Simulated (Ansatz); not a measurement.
Consider the following.

A slab with vacuum along the third vector:

```xyz
10
Lattice="2.7542 0.0000 0.0000 0.0000 4.3465 0.0000 0.0000 0.0000 26.5000" Properties=species:S:1:pos:R:3 pbc="T T T"
Os     1.3771     1.0866     8.2092
Os     0.0000     3.2599     8.8699
Os     0.0000     1.0866    10.4688
Os     1.3771     3.2599    11.2440
Os     1.3771     1.0866    12.8569
Os     0.0000     3.2599    13.6431
Os     0.0000     1.0866    15.2560
Os     1.3771     3.2599    16.0312
Os     1.3771     1.0866    17.6301
Os     0.0000     3.2599    18.2908
```

Set-up: 10 atoms, 10.3 Å thick at the start (thin: gaps and levels are the slab's own); mesh 14x9x1; 0.1 eV smearing; dipole correction on; all atoms relaxed; held to the start's symmetry, so lower structures may exist; no spin, no spin-orbit, no U.

### Question
What surface energy (mean of both faces) does PBE (Ansatz, a quantum-chemistry and plane-wave program) give?

### Answer
3.43 J/m²

### Question
What work function of the top face does PBE give?

### Answer
5.07 eV
